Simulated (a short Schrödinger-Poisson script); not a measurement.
From a short Schrödinger-Poisson script (our own, NumPy): 1D Poisson equation in equilibrium, electrons quantum, Hartree plus LDA exchange-correlation (BenDaniel-Duke, 40 states a valley, the channel's in-plane mass for all, wave functions free to enter the barrier), parabolic valleys, classical holes, full ionisation, no traps, pinning or gate leakage.

Stack: gated Al0.33Ga0.67N/GaN polarisation-induced gas, at 300 K.

From the gate side: 25 nm Al0.33Ga0.67N; 6000 nm GaN, acceptors 1e14 cm⁻³.

The device is made up for the run: typed textbook-type constants, with dimensions and the other settings drawn at random. Al0.33Ga0.67N: permittivity 9.3, conduction-band edge (eV) 0.462, gap (eV) 4.09, electron mass (mₑ) 0.24, Nv at 300 K (cm⁻³) 4.6e19. GaN: permittivity 9.5, conduction-band edge (eV) 0, gap (eV) 3.43, Nv at 300 K (cm⁻³) 4.6e19.

Channel valleys (confinement mass, in-plane density-of-states mass, number): Γ 0.2, 0.2, 1. At the gate the conduction-band edge of layer 1 lies 1.27 eV − eVg above the Fermi level of the channel; the field vanishes at the back. Sheet of polarisation charge: +1.6e13 e/cm² at 25 nm from the gate. The barrier under the gate holds no holes. Gaps are held at their typed values at every temperature. Mesh 0.08 nm at interfaces.

Q: Give the centroid of the channel electrons at Vg = 0.5 V (nm); the lowest subband against the Fermi level at Vg = 0.5 V (meV); the sheet density of all electrons at Vg = 0.5 V (cm⁻²).

A: centroid of the channel electrons at Vg = 0.5 V (nm): 1.97; lowest subband against the Fermi level at Vg = 0.5 V (meV): -152; sheet density of all electrons at Vg = 0.5 V (cm⁻²): 1.45e13.
